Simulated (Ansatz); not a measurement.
The starting structures come from a database of crystals and need not be the phases stable at ambient conditions.

 Where the default PAW files enter, the runs use the earlier of Ansatz's two default sets.

Here is the system:

```yaml
crystal:
  lattice:
    - [5.16839, 0.00000, 0.00000]
    - [0.00000, 5.16839, 0.00000]
    - [2.58419, -2.58419, 5.17384]
  atoms:
    - { symbol: Si, position: [0.75000, 0.75000, 0.50000] }
    - { symbol: Si, position: [0.25000, 0.25000, 0.50000] }
    - { symbol: Si, position: [0.50000, 0.50000, 0.00000] }
    - { symbol: Ni, position: [0.00000, 0.00000, 0.00000] }
    - { symbol: P, position: [0.36013, 0.63987, 0.76274] }
    - { symbol: P, position: [0.63987, 0.87713, 0.23726] }
    - { symbol: P, position: [0.87713, 0.12287, 0.76274] }
    - { symbol: P, position: [0.12287, 0.36013, 0.23726] }
```

Space group of this cell: I-42m. The cell is taken as given.

Transport runs along the normal of the first two printed cell vectors, the (001) plane of the conventional cell.

The gap is the functional's own, uncorrected, and κ follows it; spin-orbit coupling is left out. Mid-gap values are interpolated between the computed energies.

Predict the band gap and the smallest decay constant κ at mid-gap from PBEsol run with Ansatz (a program for electronic structure).

Gap 0.26 eV on a 8×8×8 mesh; κ = 0.090 1/Å, at the zone centre.
